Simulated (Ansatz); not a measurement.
Start from ZnAu in the CsCl type structure (space group Pm-3m, No. 221; a = 3.129 Å; relaxed with 0.1 eV smearing). Axes: x, y, z lie along the cube axes.

The values are results of PBEsol (Ansatz, a program for electronic structure; PAW; 420 eV plane waves; no spin-orbit coupling), not measurements.

Now apply this change: every lattice vector is stretched by 2.00 %; the atoms relax in the strained cell.

Task: Predict the stress tensor and what it implies for the stiffness.

Result: Stress of the strained cell less that of the base (GPa, compression positive):
```
   -7.2     0.0     0.0
    0.0    -7.2     0.0
    0.0     0.0    -7.2
```

Then B = −ΔP/(ΔV/V₀) with ΔV/V₀ = 0.0612 gives secant stiffness values (nonlinear terms included at this strain): B ≈ 118 GPa.

As a check, the harmonic strain energy −½ V₀ Δσ:ε is 21 meV/atom; the computed energy rise is 22 meV/atom.

Whether these cells are dynamically stable was not tested.
